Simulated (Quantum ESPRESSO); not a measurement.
## What a tighter setting buys: K_POINTS, LaCu₃Ni₂ (P6/mmm, 6 atoms in the cell)

```xyz
6
Lattice="5.0102 0.0000 0.0000 -2.5051 4.3390 0.0000 0.0000 0.0000 4.0475" Properties=species:S:1:pos:R:3 pbc="T T T"
La     0.0000     0.0000     0.0000
Cu     2.5051     0.0000     2.0238
Cu     1.2526     2.1695     2.0238
Cu    -1.2526     2.1695     2.0238
Ni     0.0000     2.8926     0.0000
Ni     2.5051     1.4463     0.0000
```

Computed with LDA (PZ), GBRV 1.5 ultrasoft (LDA) pseudopotentials (plane waves; Quantum ESPRESSO).

Base settings: ecutwfc = 50 Ry; ecutrho = 400 Ry; occupations = smearing; smearing = cold; degauss = 0.0073499 Ry; potentials = {La: la_lda_v1.uspp.F.UPF, Cu: cu_lda_v1.2.uspp.F.UPF, Ni: ni_lda_v1.4.uspp.F.UPF}; K_POINTS = automatic 4 4 5 0 0 0; conv_thr = 1e-10 Ry; mixing_beta = 0.7.

Misses are taken against the tightest run, automatic 5 5 6 0 0 0, which need not be fully converged itself. The energy is the free energy per atom.

The count of work is k-points × plane waves × bands × iterations; it is no time, and leaves out set-up, grids and terms that scale otherwise. Core times come from one kind of shared machine and are given to one figure; runs under 30 s give none.

The starting cell comes from a database of computed structures (which also holds hypothetical and non-ambient phases and stackings), without a prior relaxation at this level. Spin polarisation is off. In the base run, with a pressure of about -8 GPa the cell is away from its equilibrium volume at this level.

| K_POINTS | energy less reference (meV/atom) | pressure less reference (GPa) | count of work / reference | core time / reference (rough) |
|---|---|---|---|---|
| automatic 1 1 1 0 0 0 | 1021.22 | 11.57 | 0.048 | 0.4 |
| automatic 2 2 2 0 0 0 | 25.58 | 0.55 | 0.17 | 0.5 |
| automatic 3 3 3 0 0 0 | -10.35 | -0.60 | 0.26 | 0.7 |
| automatic 4 4 4 0 0 0 | -2.40 | -0.30 | 0.60 | 0.8 |
| automatic 4 4 5 0 0 0 | 0.28 | -0.20 | 0.55 | 0.7 |
| automatic 5 5 6 0 0 0 | 0.00 | 0.00 | 1.0 | 1 |

Coarsest setting among those run that, with all tighter ones, holds the energy within 20 meV/atom of the reference: automatic 3 3 3 0 0 0, off by 10 meV/atom; its saving against the reference is no more than about a factor of 2 in time.

Coarsest setting among those run that, with all tighter ones, holds the energy within 1 meV/atom of the reference: automatic 4 4 5 0 0 0, off by 0.28 meV/atom; its saving against the reference is no more than about a factor of 2 in the count of work.
